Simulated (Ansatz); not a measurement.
A (14,0) carbon nanotube has 56 atoms in a period of 4.271 Å, a mean diameter of 11.04 Å, and lies 64 meV/atom over the flat sheet relaxed at the same level.

Calculation: PBE (plane waves to 420 eV, PAW; Ansatz, a program for electronic structure). Mesh 1×1×18. No spin polarisation. Periodic along z alone, with about 11 Å of vacuum beside it. An idealised model, rolled from the flat sheet. It keeps the symmetry and period of its start, so it need not be a minimum against all distortions.

### Question
Which bending rigidity of the sheet does this imply in the thin-plate picture?

### Answer
A plate bent to radius R stores D/(2R²) an area. The area an atom is π × 11.04 × 4.271/56 = 2.65 Å², so the stored energy is 0.064/2.65 = 0.0242 eV/Å². With R = 5.520 Å, D = 2R² × 0.0242 = 1.5 eV.
